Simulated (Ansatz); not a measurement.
Here is the system:

```
WGe
1.0
    0.00000     2.56082     2.56082
    2.58438     0.00000     2.56082
    2.58438     2.56082     0.00000
Ge W
1 1
Direct
  0.00000   0.00000   0.00000
  0.50000   0.50000   0.50000
```

No spin polarisation.

Method: r2SCAN/PAW in Ansatz (a quantum-chemistry and plane-wave program), spin-orbit coupling left out. Γ-centred 16×16×16 mesh, Fermi–Dirac width 0.05 eV.

### Question
What is the computed space group?

### Answer
I4/mmm (No. 139).

### Question
Estimate the band gap.

### Answer
Zero.

### Question
Predict the pressure (mean of the normal stresses, compression positive).

### Answer
-1.6 GPa.

The cells carry an imposed strain or load. Stability against distortions was not tested. All final runs are without spin polarisation. The cell was made from WGe in the rock salt structure (space group Fm-3m, No. 225; a hypothetical phase, not in the database extracts checked) by this change: uniaxial strain ε_xx = +0.92 %. WGe has a high density of states at the Fermi level and may be magnetic at this level.
